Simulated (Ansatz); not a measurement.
Ansatz (an electronic-structure program) run on AlRh (P4mm, 2 atoms in the cell): self-consistent single point.

Computed with LDA (PW92), harder PAW files (source: ansatz) made with PBE (plane waves; Ansatz).

The change in words: lattice scaled by 0.98; basis.ecutwfc: 420 eV → 495 eV; hamiltonian.pseudopotentials: {kind: paw} (the program's default PAW files) → {kind: paw, source: ansatz}. Reference geometry:
```
AlRh
1.0
    2.99221     0.00000     0.00000
    0.00000     2.99221     0.00000
    0.00000     0.00000     2.99221
Al Rh
1 1
Cartesian
  0.00000   0.00000   0.05000
  1.49610   1.49610   1.49610
```

Reference input (self-consistent single point, DFT, LDA (PW92), plane waves, default PAW files made with PBE): basis.ecutwfc = 420 eV; kpoints.mp_grid.grid = 11 11 11; hamiltonian.xc = lda; hamiltonian.pseudopotentials = {kind: paw} (the program's default PAW files); scf.occupations.method = gaussian; scf.occupations.width = 0.1 eV. This run's input differs from it in these lines:

Ansatz 0.2 input:
```diff
@@ -3,10 +3,10 @@
   lattice:
-    - [2.992207, 0.000000, 0.000000]
-    - [0.000000, 2.992207, 0.000000]
-    - [0.000000, 0.000000, 2.992207]
+    - [2.932363, 0.000000, 0.000000]
+    - [0.000000, 2.932363, 0.000000]
+    - [0.000000, 0.000000, 2.932363]
   atoms:
-    - { symbol: Al, position_ang: [0.000000, 0.000000, 0.050000] }
-    - { symbol: Rh, position_ang: [1.496104, 1.496104, 1.496104] }
+    - { symbol: Al, position_ang: [0.000000, 0.000000, 0.049000] }
+    - { symbol: Rh, position_ang: [1.466182, 1.466182, 1.466182] }
 basis:
-  ecutwfc: 420.0 eV
+  ecutwfc: 495.0 eV
 kpoints:
@@ -15,3 +15,3 @@
   xc: lda
-  pseudopotentials: { kind: paw }
+  pseudopotentials: { kind: paw, source: ansatz }
 scf:
```

The program printed (abridged):

```
SCF iter   1: F=—  HF=-8689.704544 eV  |F-HF|=—  |Δ(HF+E_count)|=         —  Δρ=1.78e-1  dr2=9.59e0  ethr=3.10e-3  ⟨swp⟩=6.0  Hψ=12470  notcnv=0
all-band conjugate gradients solve this SCF's bands
preconditioner: auto → none
SCF iter   2: F=—  HF=-8688.587038 eV  |F-HF|=—  |Δ(HF+E_count)|=    1.12e0  Δρ=1.14e-1  dr2=4.12e0  ethr=3.10e-3  ⟨swp⟩=2.3  Hψ=4266  notcnv=0
SCF iter   3: F=—  HF=-8687.735248 eV  |F-HF|=—  |Δ(HF+E_count)|=   8.52e-1  Δρ=1.02e-2  dr2=5.96e-3  ethr=3.10e-3  ⟨swp⟩=3.0  Hψ=4464  notcnv=0
SCF iter   4: F=—  HF=-8687.735758 eV  |F-HF|=—  |Δ(HF+E_count)|=   5.10e-4  Δρ=1.19e-3  dr2=2.49e-4  ethr=2.13e-5  ⟨swp⟩=2.9  Hψ=5309  notcnv=0
SCF iter   5: F=—  HF=-8687.735670 eV  |F-HF|=—  |Δ(HF+E_count)|=   8.84e-5  Δρ=2.93e-4  dr2=1.93e-5  ethr=8.90e-7  ⟨swp⟩=2.0  Hψ=4028  notcnv=0
SCF iter   6: F=—  HF=-8687.735668 eV  |F-HF|=—  |Δ(HF+E_count)|=   1.58e-6  Δρ=9.65e-5  dr2=2.82e-6  ethr=6.91e-8  ⟨swp⟩=2.0  Hψ=3116  notcnv=0
SCF iter   7: F=-8687.735667 eV  HF=-8687.735667 eV  |F-HF|=2.71e-8  |Δ(HF+E_count)|=   1.07e-6  Δρ=1.74e-5  dr2=4.19e-8  ethr=3.57e-10  ⟨swp⟩=5.0  Hψ=11742  notcnv=0
SCF 1 converged in 7 iterations: F = -8687.735667 eV  dr2 = 4.19e-8
Free energy (F): -8687.735667 eV
Internal energy: -8687.732517 eV  (E = F + TS)
E sigma→0 (E₀):  -8687.734092 eV
Entropy (-TS):   -0.003151 eV (-1.575 meV/atom)
Fermi energy:    19.143561 eV
--- Forces (eV/Å), atoms counted from 1 ---
  atom   1  Al     0.00000000     0.00000000    -0.35461499
  atom   2  Rh     0.00000000     0.00000000     0.35477721
--- Stress (GPa, compression-positive) ---
        4.028311       0.000000       0.000000
        0.000000       4.028311       0.000000
        0.000000       0.000000       3.876460
  P = ⅓ Tr σ = 3.9777 GPa (39.777 kbar)
  The stress holds the Pulay correction. Without it, at fixed plane waves, as pw.x and ABINIT print it: P = -23.1272 GPa
```

The run converged in 7 iterations. Against the reference run the pressure goes from -8.71 to 3.98 GPa and the largest force goes from 0.273 to 0.355 eV/Å.

The starting cell comes from a database of computed structures (which also holds hypothetical and non-ambient phases and stackings), without a prior relaxation at this level. Its lattice was rescaled by up to half a per cent. One atom was moved a little off its site on purpose. For this run, on top of that: lattice scaled by 0.98. Spin polarisation is off. Ansatz's pressure includes its estimate of the finite-basis (Pulay) stress. Without the estimate this run gives -23.13 GPa. The cutoff lies below the one recommended for these files.
